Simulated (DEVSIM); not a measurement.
Device: Schottky contact on p-type In0.53Ga0.47As, at 250 K.

| layer (left to right) | material | thickness (μm) | Na (cm⁻³) | τn (s) | τp (s) |
|---|---|---|---|---|---|
| 1 | In0.53Ga0.47As | 2.30 | 2.2e17 | 2.1e-9 | 2.1e-9 |
| 2 | In0.53Ga0.47As | 5.50 | 2e18 | 2.1e-9 | 2.1e-9 |

Left contact: Schottky, work function 4.71 eV, emission velocity 3.5e6 cm/s. Right contact: ohmic. Voltage is applied to the left contact. Recombination: SRH at mid-gap, radiative, Auger. Mobility is μmin + (μ − μmin)/(1 + (N/Nref)^α).

Constants are typed, rounded textbook-type inputs, not results; the design itself was drawn at random and stands for no fabricated device. Values at 300 K; Nc and Nv go as T^1.5, mobilities as T to minus their exponent, the gap by Varshni's rule with the affinity fixed.

```tsv
parameter	In0.53Ga0.47As
gap (eV)	0.74
affinity (eV)	4.51
permittivity	13.9
Nc (cm⁻³)	2.1e17
Nv (cm⁻³)	7.7e18
μn (cm²/Vs)	12000
μp (cm²/Vs)	300
μn,min	300
μp,min	10
Nref,n	1.3e17
Nref,p	4.9e17
αn	0.48
αp	0.4
T exponent of μn	1.6
T exponent of μp	1.6
B (cm³/s)	9.6e-11
Cn (cm⁶/s)	5e-29
Cp (cm⁶/s)	5e-29
Varshni α (eV/K)	0.00035
Varshni β (K)	190
```

Model (solved in DEVSIM): 1D drift-diffusion, Boltzmann statistics, complete ionisation; no tunnelling, impact ionisation, image-force lowering or self-heating. Metal contacts follow the ideal Schottky-Mott rule: no Fermi-level pinning, no interface dipoles.

Give the dark forward current.


(V (V), J (A/cm²)): (-0.05, -0.00018); (-0.10, -0.0020); (-0.15, -0.021); (-0.20, -0.21); (-0.25, -2.1); (-0.30, -20); (-0.35, -160); (-0.40, -640); (-0.45, -1500); (-0.50, -2500)
